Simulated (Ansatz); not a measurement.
Input and output of a self-consistent single point for Na (Im-3m, 1 atom in the cell) (Ansatz, a first-principles code).

Computed with PBE, harder PAW files (source: ansatz) (plane waves; Ansatz).

```
CELL_PARAMETERS angstrom
     -2.14065     2.14065     2.14065
      2.14065    -2.14065     2.14065
      2.14065     2.14065    -2.14065
ATOMIC_POSITIONS crystal
  Na 0.00000 0.00000 0.00000
```

Reference input (self-consistent single point, DFT, PBE, plane waves, default PAW files): basis.ecutwfc = 30.9 Ry; kpoints.mp_grid.grid = 11 11 11; hamiltonian.xc = pbe; hamiltonian.pseudopotentials = {kind: paw} (the program's default PAW files); scf.occupations.method = fermi_dirac; scf.occupations.width = 0.0073 Ry. This run's input differs from it in these lines:

Ansatz 0.2 input:
```diff
@@ -9,3 +9,3 @@
 basis:
-  ecutwfc: 30.9 Ry
+  ecutwfc: 23.2 Ry
 kpoints:
@@ -17,2 +17,3 @@
     kind: paw
+    source: ansatz
 scf:
```

Output (repeated stretches shortened):

```
SCF iter   1: F=—  HF=-1482.169840 eV  |F-HF|=—  |Δ(HF+E_count)|=         —  Δρ=7.20e-2  dr2=4.35e-1  ethr=3.10e-3  ⟨swp⟩=3.7  Hψ=2772  notcnv=0
all-band conjugate gradients solve this SCF's bands
preconditioner: auto → Kerker (q_TF=auto, 2.135 Å⁻¹)
SCF iter   2: F=—  HF=-1481.960376 eV  |F-HF|=—  |Δ(HF+E_count)|=   2.09e-1  Δρ=2.13e-2  dr2=3.22e-2  ethr=3.10e-3  ⟨swp⟩=2.0  Hψ=1362  notcnv=0
   [... lines left out ...]
SCF iter   4: F=—  HF=-1481.956122 eV  |F-HF|=—  |Δ(HF+E_count)|=   1.24e-3  Δρ=4.86e-4  dr2=1.64e-4  ethr=3.13e-5  ⟨swp⟩=1.0  Hψ=502  notcnv=0  defer=2
SCF iter   5: F=—  HF=-1481.956169 eV  |F-HF|=—  |Δ(HF+E_count)|=   4.70e-5  Δρ=9.95e-5  dr2=4.12e-6  ethr=1.83e-6  ⟨swp⟩=1.5  Hψ=531  notcnv=0  defer=2
SCF iter   6: F=—  HF=-1481.956169 eV  |F-HF|=—  |Δ(HF+E_count)|=   2.26e-7  Δρ=3.44e-5  dr2=1.09e-7  ethr=4.58e-8  ⟨swp⟩=2.5  Hψ=698  notcnv=0  defer=2
SCF iter   7: F=-1481.956169 eV  HF=-1481.956169 eV  |F-HF|=3.32e-9  |Δ(HF+E_count)|=   6.06e-8  Δρ=2.26e-6  dr2=1.04e-9  ethr=1.11e-9  ⟨swp⟩=4.2  Hψ=2168  notcnv=0
SCF 1 converged in 7 iterations: F = -1481.956169 eV  dr2 = 1.04e-9
Free energy (F): -1481.956169 eV
Internal energy: -1481.941985 eV  (E = F + TS)
E sigma→0 (E₀):  -1481.949077 eV
Entropy (-TS):   -0.014184 eV (-14.184 meV/atom)
Fermi energy:    1.345594 eV
--- Forces (eV/Å), atoms counted from 1 ---
  atom   1  Na    -0.00000000     0.00000000    -0.00000000
--- Stress (GPa, compression-positive) ---
       -0.548409       0.000000       0.000000
        0.000000      -0.548409       0.000000
       -0.000000       0.000000      -0.548409
  P = ⅓ Tr σ = -0.5484 GPa (-5.484 kbar)
  The stress holds the Pulay correction. Without it, at fixed plane waves, as pw.x and ABINIT print it: P = -76.4213 GPa
```

The run converged in 7 iterations. Against the reference run the pressure goes from -0.41 to -0.55 GPa.

The starting cell has typed, rounded lattice constants, without a prior relaxation at this level. Its lattice was rescaled by up to half a per cent. Ansatz's pressure includes its estimate of the finite-basis (Pulay) stress. Without the estimate this run gives -76.42 GPa. The cutoff lies below the one recommended for these files.
